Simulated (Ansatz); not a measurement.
**SrTiO3 under a change: tensor shear ε_xy = −2.27 %**

Base system: SrTiO₃ in the cubic perovskite structure (space group Pm-3m, No. 221; a = 3.891 Å). Axes: x, y, z lie along the cube axes.

Now apply this change: tensor shear ε_xy = −2.27 % (engineering shear γ = -0.0454); the atoms relax in the strained cell.

Calculations: DFT with PBEsol, PAW potentials and a 420 eV plane-wave cutoff in Ansatz (a program for electronic structure), without spin-orbit coupling, earlier PAW set. k-mesh 9×9×9 (Γ-centred); smearing 0.05 eV (Fermi–Dirac).

| quantity | base | changed | shift |
|---|---|---|---|
| volume per atom | 11.79 Å³ | 11.78 Å³ | -0.01 Å³ |
| shortest interatomic distance | 1.946 Å | 1.946 Å | 0.000 Å |
| energy relative to the base (free energy F) | 0 meV/atom | +8.7 meV/atom | +8.7 meV/atom |
| pressure (mean of the normal stresses, compression positive) | 0.0 kbar | 1.7 kbar | +1.7 kbar |
| band gap | 1.86 eV | 1.74 eV | -0.12 eV |
| gap character | – | indirect, T → Γ | – |
| smallest direct gap | 2.19 eV | 1.97 eV | -0.22 eV |
| stress (xx, yy, zz, yz, xz, xy; compression positive) | – | (0.19, 0.19, 0.12, 0.00, 0.00, 5.21) GPa | – |

Final structure:

```
SrTiO3
1.0
    3.89141    -0.08833     0.00000
   -0.08833     3.89141     0.00000
    0.00000     0.00000     3.89141
Sr Ti O
1 1 3
Direct
  0.00000   0.00000   0.00000
  0.50000   0.50000   0.50000
  0.00000   0.50000   0.50000
  0.50000   0.50000   0.00000
  0.50000   0.00000   0.50000
```

No phonon test of stability was made. The final runs are not spin-polarised. Many cubic perovskites are stable only at high temperature; tilts and polar distortions were not tested. k-point labels follow each cell's own Brillouin zone.
